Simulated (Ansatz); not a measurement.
Take GaSb in the zinc blende structure (space group F-43m, No. 216; a = 6.1324 Å) as the base. Axes: x, y, z lie along the cube axes.

Computed with Ansatz (an electronic-structure program), r2SCAN, PAW, cutoff 500 eV, no spin-orbit coupling.

A first run, uniaxial strain ε_yy = −0.82 %, gives secant values C11 ≈ 87 GPa and C12 ≈ 38 GPa from its stress. A second run applies isotropic strain +0.85 %.

What does linear elasticity predict for the bulk modulus −ΔP/(ΔV/V₀) in the second run, and what does the run give?

Linear elasticity: (C11 + 2 C12)/3 = 54 GPa. The run gives 49 GPa; any difference comes from nonlinear terms at these strains and numerical noise.

Whether these cells are dynamically stable was not tested.
